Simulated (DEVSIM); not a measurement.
System: Al/SiO2/n-GaAs capacitor, at 400 K.

```csv
layer (left to right),material,thickness (nm),Nd (cm⁻³)
1,SiO2,28.0,-
2,GaAs,4100,2.5e16
```

Metal gate on the left, work function 4.1 eV. Fixed charge at the semiconductor interface -2.7e11 cm⁻² (in units of +e); no interface traps.

This is a model device: material constants are rounded textbook-type values typed into the input, and sizes, dopings and lifetimes were drawn at random. Values at 300 K; Nc and Nv go as T^1.5, mobilities as T to minus their exponent, the gap by Varshni's rule with the affinity fixed.

| parameter | SiO2 | GaAs |
|---|---|---|
| gap (eV) | 9 | 1.424 |
| affinity (eV) | 0.9 | 4.07 |
| permittivity | 3.9 | 12.9 |
| Nc (cm⁻³) | - | 4.7e17 |
| Nv (cm⁻³) | - | 9e18 |
| Varshni α (eV/K) | - | 0.000541 |
| Varshni β (K) | - | 204 |

Model (solved in DEVSIM): 1D Poisson equation in equilibrium, Boltzmann statistics, complete ionisation; no quantum confinement or tunnelling. Metal contacts follow the ideal Schottky-Mott rule: no Fermi-level pinning, no interface dipoles.

The interface trap density was swept, all else fixed.

```csv
interface trap density (cm^-2 eV^-1),minimum of the low-frequency capacitance (μF/cm²),flat-band voltage (V)
0,0.0368,0.26
1e10,0.0375,0.27
1e11,0.0441,0.30
3e11,0.0553,0.38
1e12,___,0.65
2e12,0.0927,1.04
```

Question: Complete the blanks.

Answer: 
- 1e12, minimum of the low-frequency capacitance (μF/cm²): 0.0780
